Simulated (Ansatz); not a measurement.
The parent structure is NiO in the CsCl type structure (space group Pm-3m, No. 221; a = 2.611 Å; ferromagnetic; a hypothetical phase, not in the database extracts checked; relaxed with 0.1 eV smearing). Axes: x, y, z lie along the cube axes.

Calculations: Kohn–Sham DFT with the PBE functional, run in Ansatz (a first-principles code) with PAW and 420 eV plane waves, no spin-orbit coupling.

Strains are applied to the cell and any free atomic positions relax; under biaxial strain the out-of-plane vector relaxes too.

One change was made to it. Results:

```json
[
 {"quantity": "energy relative to the base (free energy F)", "base": "0 meV/atom", "after": "+5.3 meV/atom"},
 {"quantity": "pressure", "base": "0.0 GPa", "after": "6.1 GPa"},
 {"quantity": "largest site moment", "base": "1.37 μB", "after": "1.30 μB"},
 {"quantity": "magnetic state", "base": "ferromagnetic", "after": "ferromagnetic"}
]
```

### Question
Which of these changes matches the shifts?
A. isotropic strain −3.82 %
B. isotropic strain −1.08 %
C. uniaxial strain ε_xx = +4.08 %
D. biaxial strain +2.44 %, plane normal [001], relaxed out of plane

### Answer
B, isotropic strain −1.08 %. For comparison, the energy relative to the base in the other runs: isotropic strain −3.82 % gives +70 meV/atom; biaxial strain +2.44 %, plane normal [001], relaxed out of plane gives +13 meV/atom; uniaxial strain ε_xx = +4.08 % gives +15 meV/atom.

No phonon test of stability was made. Seeded moments were not kept for the base. No Hubbard U is applied and the magnetic state is the run's own (NiO ferromagnetic); small cells can't hold the antiferromagnetic order that many such compounds have, so gaps and moments can be off.
